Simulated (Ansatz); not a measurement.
An Ansatz (a quantum-chemistry and plane-wave program) run: Li with a change (biaxial strain −2.19 %, plane normal [001], relaxed out of plane); Ansatz, r2SCAN, PAW, cutoff 500 eV, no SOC.

Input:

Ansatz 0.2 input:
```yaml
crystal:
  lattice:
    - [3.4013145979, 0, 0]
    - [0, 3.4013145979, 0]
    - [1.700657299, -1.700657299, 1.7577747637]
  atoms:
    - { symbol: Li, position: [0, 0, 0] }
basis: { ecutwfc: 500, ecutrho_ratio: 4, xc_grid: 4, fft_grid_basis: typed }
kpoints: { mp_grid: { grid: [19, 19, 19] } }
hamiltonian:
  xc: r2scan
  dispersion: none
  pseudopotentials: { kind: paw }
scf: { occupations: { method: fermi_dirac, width: 0.05 } }
relax: { f_tol: 0.005, max_steps: 50, cell: { stress_tol: 0.01, fix: [a, b, gamma] } }
output: { forces: true, stress: true }
checkpoint: { write: state.ck, write_every: 1000 }
```

Output (explanatory and most iteration lines left out):

```
Relaxation: its limit of steps is 50 (relax.max_steps)
Pseudopotential: Li, paw, valence charge 3
Crystal: 1 atoms, lattice volume = 20.336 Å³
Basis set: ecut = 500 eV, 539 PW (Γ), exchange–correlation on 100×100×96 points (64 copies of the dense FFT grid, shifted against one another)
Bands: 6, of which v1, the nominal top of the filled ones, is band 2 counted from 1 (1 counted from 0)
Symmetry: 16 space group operations
Space group: I4/mmm (ITA 139), of the structure as read, at distance tolerance 2.7e-5 Å
k-points: 550 of 6859
Functional: x = r2scan, c = r2scan; τ floored in thin density (d = 2e-4 eV/Å³)
SCF iter   1: F=—  HF=-205.134141 eV  |F-HF|=—  |Δ(HF+E_count)|=         —  Δρ=2.28e-3  dr2=3.01e-4  dr2_τ=3.57e-4  ethr=1.77e-3  ⟨swp⟩=5.5  Hψ=28005  notcnv=0
SCF iter   2: F=—  HF=-205.133898 eV  |F-HF|=—  |Δ(HF+E_count)|=   2.42e-4  Δρ=1.08e-3  dr2=7.65e-5  dr2_τ=6.30e-6  ethr=1.00e-5  ⟨swp⟩=2.0  Hψ=10891  notcnv=0  defer=109
SCF 1 converged in 6 iterations: F = -205.133907 eV  dr2 = 4.97e-12
relax step   1: F+E_penalty+E_count = -205.13390738 eV  Δ(F+E_penalty+E_count) = +0.000e0 eV  max|allowed force component| = 0.000e0 eV/Å  Δτ_max = 0.0000 Å  P = +0.457 GPa  Ω = 20.336 Å³  fix = [a, b, gamma]  reactions: a +0.491, b +0.491 GPa  (6 SCF iters, dr2 threshold 1.00e-7 eV, accepted)
[... steps on the carried basis left out ...]
relax step   5: F+E_penalty+E_count = -205.13445495 eV  Δ(F+E_penalty+E_count) = +6.804e-8 eV  max|allowed force component| = 0.000e0 eV/Å  Δτ_max = 0.0000 Å  P = +0.119 GPa  Ω = 20.830 Å³  energy of the carried Pulay correction = -1.395e-5 eV  fix = [a, b, gamma]  reactions: a +0.179, b +0.179 GPa  (5 SCF iters, accepted)
Crystal: 1 atoms, lattice volume = 20.830 Å³
SCF iter   1: F=—  HF=-205.134494 eV  |F-HF|=—  |Δ(HF+E_count)|=         —  Δρ=1.23e-4  dr2=6.06e-8  dr2_τ=3.15e-9  ethr=2.41e-9  ⟨swp⟩=3.0  Hψ=37796  notcnv=0
SCF iter   2: F=—  HF=-205.134476 eV  |F-HF|=—  |Δ(HF+E_count)|=   1.78e-5  Δρ=6.17e-5  dr2=1.40e-8  dr2_τ=1.36e-7  ethr=2.02e-9  ⟨swp⟩=2.0  Hψ=4194  notcnv=0
SCF 6 converged in 5 iterations: F = -205.134468 eV  dr2 = 4.19e-14
SCF converged after 5 iterations
Free energy (F): -205.134468 eV
Internal energy: -205.130360 eV  (E = F + TS)
E sigma→0 (E₀):  -205.132414 eV
Entropy (-TS):   -0.004109 eV (-4.109 meV/atom)
Fermi energy:    1.005317 eV
--- Forces (eV/Å), atoms counted from 1 ---
  atom   1  Li     0.00000000     0.00000000     0.00000000
--- Stress (GPa, compression-positive) ---
        0.178455       0.000000      -0.000000
        0.000000       0.178455       0.000000
       -0.000000       0.000000      -0.000012
  P = ⅓ Tr σ = 0.1190 GPa (1.190 kbar)
--- Relaxed structure (5 steps of the walk, 5 accepted, 1 SCFs on fresh bases) ---
  cell:  # Å, volume = 20.8297 Å³
    - [3.4013145979, 3.440328904188596e-22, -4.837528663595602e-11]
    - [3.4403283933791215e-22, 3.4013145979, 4.8375283044404215e-11]
    - [1.7006572989756075, -1.7006572989756075, 1.80048614529287]
  atoms:
    - { symbol: Li, position: [0.0, 0.0, 0.0] }
```

Without a gap, meshes like the base's 19×19×19 leave anisotropic stresses uncertain by several tenths of a GPa, and small strain energies with them. Whether these cells are dynamically stable was not tested. The cell was made from Li in the bcc (W type) structure (space group Im-3m, No. 229) by this change: biaxial strain −2.19 %, plane normal [001], relaxed out of plane.
